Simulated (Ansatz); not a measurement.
End structure of OH on the 1x1 (110) surface of 3C silicon carbide (cut with top plane C + Si), one in a 1x1 cell, started at the site 'bridge C-Si (span 3.9 Å)':

Host crystal: 3C silicon carbide, with a band gap (PBE, scalar-relativistic without spin-orbit coupling).

```yaml
crystal:
  lattice:
    - [3.09713, 0.00000, 0.00000]
    - [0.00000, 4.38000, 0.00000]
    - [0.00000, 0.00000, 27.00000]
  atoms:
    - { symbol: C, position: [0.00000, 0.73682, 0.35704] }
    - { symbol: Si, position: [0.50000, 0.54251, 0.36602] }
    - { symbol: C, position: [0.50000, 0.23708, 0.41341] }
    - { symbol: Si, position: [0.00000, 0.99317, 0.41191] }
    - { symbol: C, position: [0.00000, 0.74537, 0.47117] }
    - { symbol: Si, position: [0.50000, 0.49527, 0.47189] }
    - { symbol: C, position: [0.50006, 0.24144, 0.52840] }
    - { symbol: Si, position: [0.00008, 0.99146, 0.52890] }
    - { symbol: C, position: [0.00001, 0.74058, 0.58667] }
    - { symbol: Si, position: [0.49989, 0.49358, 0.58625] }
    - { symbol: C, position: [0.49866, 0.21393, 0.63772] }
    - { symbol: Si, position: [0.99834, 0.99479, 0.64481] }
    - { symbol: O, position: [0.96898, 0.79729, 0.69746] }
    - { symbol: H, position: [0.24681, 0.72769, 0.71021] }
```

Model: 14-atom slab, 7.7 Å thick at the start under the adsorbate (thin: gaps and levels are the slab's own), 6x6x1 mesh, Fermi-Dirac 0.01 eV, dipole correction, 6 atoms held, the rest relaxed; no symmetry held; spin-polarised, ending with about 1.0 μB a cell; orders that need a larger cell were not tried, no spin-orbit, no U, no dispersion correction. At the end it is bonded to Si. In PBE it is, or lies within 0.03 eV of, the lowest of the starts that converged.

A negative adsorption energy means that the adsorbate is more stable on the surface than in its reference.

### Question
What is the computed change of the step from the bottom to the top vacuum level, against the clean slab (PBE (Ansatz, an electronic-structure program))?

### Answer
-0.37 eV

### Question
Predict the highest filled level below the top vacuum level from PBE.

### Answer
5.13 eV

### Question
Predict the gap of the slab on its k-mesh from PBE.

### Answer
0.28 eV

### Question
Give the adsorption energy against H2O(g) − ½ H2(g) at the level PBE.

### Answer
-1.28 eV
